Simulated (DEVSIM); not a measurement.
System: abrupt Si n-p junction, at 400 K.

Layer 1 from the left is Si, thickness (μm) 0.280, Nd (cm⁻³) 4.1e18, τn (s) 4.6e-5, τp (s) 4.6e-5. Layer 2 from the left is Si, thickness (μm) 260, Na (cm⁻³) 2.9e15, τn (s) 4.6e-5, τp (s) 4.6e-5.

Left contact: ohmic. Right contact: ohmic. Voltage is applied to the left contact. Recombination: SRH at mid-gap, radiative. Mobility is μmin + (μ − μmin)/(1 + (N/Nref)^α).

The device is made up for the run: typed textbook-type constants, with dimensions and the other settings drawn at random. Values at 300 K; Nc and Nv go as T^1.5, mobilities as T to minus their exponent, the gap by Varshni's rule with the affinity fixed.

Si: gap (eV) 1.124, affinity (eV) 4.05, permittivity 11.7, Nc (cm⁻³) 2.86e19, Nv (cm⁻³) 3.1e19, μn (cm²/Vs) 1417, μp (cm²/Vs) 470, μn,min 52, μp,min 45, Nref,n 9.7e16, Nref,p 2.2e17, αn 0.68, αp 0.72, T exponent of μn 2.3, T exponent of μp 2.2, B (cm³/s) 4.7e-15, Varshni α (eV/K) 0.000473, Varshni β (K) 636.

Simulated with DEVSIM: 1D drift-diffusion, Boltzmann statistics, complete ionisation; no tunnelling, impact ionisation, image-force lowering or self-heating.

Dark forward current:

```csv
|V| (V),|J| (A/cm²)
0.05,6.710e-6
0.10,3.508e-5
0.15,0.0001555
0.20,0.0006675
0.25,0.002836
0.30,0.01186
0.35,0.04712
0.40,0.1656
0.45,0.4871
0.50,1.199
0.55,2.522
0.60,4.653
0.65,7.730
0.70,11.84
0.75,17.04
0.80,23.36
0.85,30.82
0.90,39.45
0.95,49.25
1.00,60.24
1.05,72.42
1.10,85.81
1.15,100.4
1.20,116.2
1.25,133.2
1.30,151.4
```

Task: Work out the local ideality factor n = ΔV / (kT/q · ln(J2/J1)) between the rows 0.15 and 0.20 V, 1.25 and 1.30 V.

Result: kT/q = 34.47 mV. From 0.15 to 0.20 V: ln(0.0006675/0.0001555) = 1.457, n = 1.00, near the 1 of diffusion or emission over a barrier. From 1.25 to 1.30 V: ln(151.4/133.2) = 0.128, n = 11.33.

Task: Estimate the current at 0.25 V from the Shockley equation with J0 = Σ q ni² D/(N L) coth(W/L), τ joining the SRH, radiative and Auger lifetimes that are on, and W taken as the whole layer.

Result: ni² = 3.22e25 cm⁻⁶; holes in the n layer: μ = 48.4 cm²/Vs, D = 1.67 cm²/s, τ = 2.44e-5 s, L = 63.8 μm, W/L = 0.0044, term 7.50e-8 A/cm²; electrons in the p layer: μ = 672 cm²/Vs, D = 23.2 cm²/s, τ = 4.60e-5 s, L = 326 μm, W/L = 0.80, term 1.91e-6 A/cm². J0 = 1.98e-6 A/cm², and J = J0 exp(qV/kT) = 0.00280 A/cm². The simulation gives 0.00284 A/cm²; the estimate lies 1.2 % below. The estimate leaves out recombination in the depletion region and that region's share of W.
